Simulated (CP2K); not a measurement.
A self-consistent single point of AlAs (F-43m, 2 atoms in the cell) with CP2K.

Level of theory: CP2K with LDA (Pade form), GPW, DZVP-MOLOPT-SR-GTH basis, GTH-PADE potentials (GTH_POTENTIALS).

```
AlAs
1.0
    4.00222     0.00000     0.00000
    2.00111     3.46603     0.00000
    2.00111     1.15534     3.26780
Al As
1 1
Direct
  0.00000   0.00000   0.00000
  0.25000   0.25000   0.25000
```

Reference input (self-consistent single point, DFT PBE, GPW, DZVP-MOLOPT-SR-GTH basis, GTH-PBE potentials (GTH_POTENTIALS)): CUTOFF = 400 Ry; REL_CUTOFF = 50 Ry; SMEAR/METHOD = FERMI_DIRAC; ELECTRONIC_TEMPERATURE = 580.23 K; KPOINTS/SCHEME = MONKHORST-PACK 8 8 8; GAMMA_CENTERED = T; XC_FUNCTIONAL = PBE; Al/BASIS_SET = DZVP-MOLOPT-SR-GTH; Al/POTENTIAL = GTH-PBE-q3; As/BASIS_SET = DZVP-MOLOPT-SR-GTH; As/POTENTIAL = GTH-PBE-q5; METHOD = GPW. This run's input differs from it in these lines:

```diff
@@ -44,3 +44,3 @@
     &XC
-      &XC_FUNCTIONAL PBE
+      &XC_FUNCTIONAL PADE
       &END XC_FUNCTIONAL
@@ -76,3 +76,3 @@
       BASIS_SET DZVP-MOLOPT-SR-GTH
-      POTENTIAL GTH-PBE-q3
+      POTENTIAL GTH-PADE-q3
     &END KIND
@@ -80,3 +80,3 @@
       BASIS_SET DZVP-MOLOPT-SR-GTH
-      POTENTIAL GTH-PBE-q5
+      POTENTIAL GTH-PADE-q5
     &END KIND
```

Output (repeated stretches shortened):

```
 SCF WAVEFUNCTION OPTIMIZATION

  Step     Update method      Time    Convergence         Total energy    Change
     1 NoMix/Diag. 0.30E+00      -     1.23137021        -8.5767559392 -8.58E+00
     2 Broy./Diag. 0.30E+00      -     0.03177763        -8.3961019883  1.81E-01
     3 Broy./Diag. 0.30E+00      -     0.07496253        -8.4286677730 -3.26E-02
     4 Broy./Diag. 0.30E+00      -     0.00837257        -8.5044837475 -7.58E-02
     5 Broy./Diag. 0.30E+00      -     0.00369337        -8.4984244430  6.06E-03
     6 Broy./Diag. 0.30E+00      -     0.00045877        -8.5014132549 -2.99E-03
     7 Broy./Diag. 0.30E+00      -     0.00007268        -8.5027449904 -1.33E-03
     8 Broy./Diag. 0.30E+00      -     0.00005519        -8.5035032204 -7.58E-04
     9 Broy./Diag. 0.30E+00      -     0.00000347        -8.5035628368 -5.96E-05
    10 Broy./Diag. 0.30E+00      -     0.00000780        -8.5035208774  4.20E-05
    11 Broy./Diag. 0.30E+00      -     0.00000087        -8.5035105807  1.03E-05
  *** SCF run converged in    11 steps ***

  Overlap energy of the core charge distribution:               0.00000000021251
  Self energy of the core charge distribution:                -19.20414543999093
  Core Hamiltonian energy:                                      4.17495379959664
  Hartree energy:                                               8.91509326174693
  Exchange-correlation energy:                                 -2.38941220209751
  Electronic entropic energy:                                  -0.00000000016455
  Fermi energy:                                                 0.15975130557842

  Total energy:                                                -8.50351058069693
  Total energy (extrapolated to T->0):                         -8.50351058061465

   [... lines left out ...]

 STRESS| Analytical stress tensor [bar]
 STRESS|                        x                   y                   z
 STRESS|      x       -1.10088480924E+04   1.05156778738E-03   7.43566120320E-04
 STRESS|      y        1.05156778738E-03  -1.10089637278E+04   4.36517120261E-03
 STRESS|      z        7.43566120320E-04   4.36517120261E-03  -1.10092556766E+04
 STRESS| 1/3 Trace                                            -1.10090224990E+04
```

The run converged in 11 iterations. Against the reference run the pressure goes from 3.23 to -1.10 GPa and the gap on the mesh goes from 1.613 to 1.546 eV.

The starting cell has typed, rounded lattice constants, without a prior relaxation at this level. Values carry the incompleteness of an atom-centred basis.
